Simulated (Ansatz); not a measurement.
Si vacancy (V_Si) in metastable 2H silicon carbide, relaxed from two starting moments at each charge below.

Calculation: PBE, PAW (plane waves to 420 eV; Ansatz, a quantum-chemistry and plane-wave program). Cell and caveats: 96-site cell; 2×2×2 shifted k-points; start: the Si site; host gap 2.31 eV; charged states image-corrected; corrections pass 1 eV, so highly charged states may be off by several tenths; flagged in the runs: a host whose relaxation on this sampling wasn't shown to rest.

At charge −1 the runs end with 1.0 and 3.0 μB. The state with 3.0 μB lies 0.081 eV below the one with 1.0 μB.
